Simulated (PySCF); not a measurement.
PySCF 2.14.0, HF/def2-svp, df: Mo(S)2(F)(Br) ([F][Mo](=[S])(=[S])[Br]), 5 atoms. The geometry is a generated start, not checked to be a minimum at this level.

| Property | Value |
|---|---|
| task | energy |
| method | hf |
| basis | def2-svp |
| two-electron scheme | density fitting |
| mol.max_memory | 3000 MB |
| mf.max_cycle | 100 |
| mf.init_guess | minao (default) |
| mf.DIIS | CDIIS (default) |
| mf.diis_space | 8 (default) |
| mf.conv_tol | 1e-09 (default) |
| effective core potentials | those of the basis set, past Kr |
| basis functions | 113 |

```xyz
5

Mo    -0.0681    -0.0822     0.0601
S      1.1309    -1.1383    -1.3719
S      1.2709     0.8247     1.4699
F     -1.1246    -1.2403     0.9135
Br    -1.2090     1.6361    -1.0715
```

Charge 0 and multiplicity 1 are set for this test and not shown to be the ground state.

One run each on 2 threads, 1 BLAS thread. Values of level_shift (Hartree) tried: 0 (default), 0.1, 0.3, 1.

Q: Which value of level_shift (Hartree) needs the fewest Fock builds, and what happens away from it?

A: Fewest Fock builds, within one of each other: 0 (default) with 18, 0.1 with 19. The count rises to 39 at 1. All converge to one solution.

| level_shift (Hartree) | Fock builds | end |
|---|---|---|
| 0 (default) | 18 | same solution |
| 0.1 | 19 | same solution |
| 0.3 | 25 | same solution |
| 1 | 39 | same solution |
